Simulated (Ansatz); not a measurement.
For YGe3 (Cmcm, No. 63, 8 atoms in the cell; start mp-29772), LDA in Ansatz (PAW) gives:

bulk modulus: 88.3 GPa
cohesive energy: 5.22 eV/atom

What does PBEsol (plane waves, PAW; Ansatz, a quantum-chemistry and plane-wave program) give for the same quantities?


- bulk modulus: 82.7 GPa (drops by 6.3 %)
- cohesive energy: 4.81 eV/atom (falls by 0.41 eV/atom)

Changes are worked out from the printed values.

Unless a cell is named, each level is at its own relaxed cell (LDA 19.48, PBEsol 20.01 Å³/atom).

Caveats: the bulk modulus is −V dP/dV from two relaxed cells at ±2 % in volume (LDA, PBEsol); the relaxation could not lower the start's symmetry, so the cell can be a saddle point above a distorted one (LDA, PBEsol). Ansatz's density-functional and Hartree–Fock values are scalar-relativistic unless marked +SOC, with PAW data made under PBE.

A start named mp-… is a Materials Project structure, which need not be a measured phase.
